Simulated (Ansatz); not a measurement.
Terminations of the (110) surface of bcc Ta, measured from the surface 'clean 1x1'. Atoms come from or go to: Co: hcp Co, ferromagnetic, Cr: bcc Cr, antiferromagnetic, Fe: bcc Fe, ferromagnetic, Ga: alpha gallium, Ge: germanium, In: tetragonal indium, Sb: rhombohedral Sb, Sc: hcp Sc, Sn: beta tin, Ta: bcc Ta, V: bcc V. ΔE is the energy of forming the row's surface from that one (negative: more stable at these reservoirs); the vacuum level's shift is aligned on the shared bottom. No zero-point or thermal terms. These are constructed structures in small cells; real faces may alloy, dewet or reconstruct in larger ones, and not all known structures of the face are among them. Slabs of about 11 Å with all that they carry, Fermi-Dirac smearing of 0.1 eV. Bottom of the slabs: a bare face, its two planes held. Relaxed from the named starts with such symmetry as they have, on meshes of like density; energies extrapolated to zero smearing; no spin-orbit coupling, no U. Spin-polarised runs, if any, are marked in brackets, and their order is one that fits the cell; the others ran without spin. A dash marks a value that is undefined for that row (no clear gap, or no work function of a gapped slab) or was not read reliably on its mesh.

Computed with PBE (plane waves to 420 eV, PAW; Ansatz, a program for electronic structure).

```tsv
surface	atoms added per 1x1	ΔE per 1x1 (eV)	shift of the vacuum level (eV)	work function (eV)
a layer of Ge in place of the third plane	+1 Ge, -1 Ta	?	0.14	4.87
a layer of Co in place of the second plane [spin, 0.3 μB a cell]	+1 Co, -1 Ta	0.23	-0.06	4.66
a pseudomorphic layer of Cr in the host's stacking [spin, 2.7 μB a cell]	+1 Cr	0.63	-1.17	3.56
a layer of Ga in place of the second plane	+1 Ga, -1 Ta	?	0.42	5.14
p(2x2), one Ta site of the top plane empty	-0.25 Ta	0.38	-0.66	4.06
a cell of two sites (a+b, b-a) surface alloy, Sb on one Ta site of the top plane	+0.5 Sb, -0.5 Ta	-0.71	-0.85	3.89
a layer of V in place of the second plane [spin start, no net moment]	-1 Ta, +1 V	?	-0.04	4.68
a layer of Sn in place of the third plane	+1 Sn, -1 Ta	0.47	0.15	4.88
a layer of Fe in place of the second plane [spin, 1.3 μB a cell]	+1 Fe, -1 Ta	?	-0.06	4.66
a layer of Sn in place of the second plane	+1 Sn, -1 Ta	0.82	0.50	5.22
a pseudomorphic layer of In in the host's stacking	+1 In	?	-0.69	4.04
a pseudomorphic layer of Sc in the host's stacking	+1 Sc	-0.18	-0.69	4.04
```

Q: Complete the blanks.

A: 
- a layer of Ge in place of the third plane, ΔE per 1x1 (eV): -0.36
- a layer of Ga in place of the second plane, ΔE per 1x1 (eV): 0.05
- a layer of V in place of the second plane [spin start, no net moment], ΔE per 1x1 (eV): 0.14
- a layer of Fe in place of the second plane [spin, 1.3 μB a cell], ΔE per 1x1 (eV): 0.22
- a pseudomorphic layer of In in the host's stacking, ΔE per 1x1 (eV): -0.60
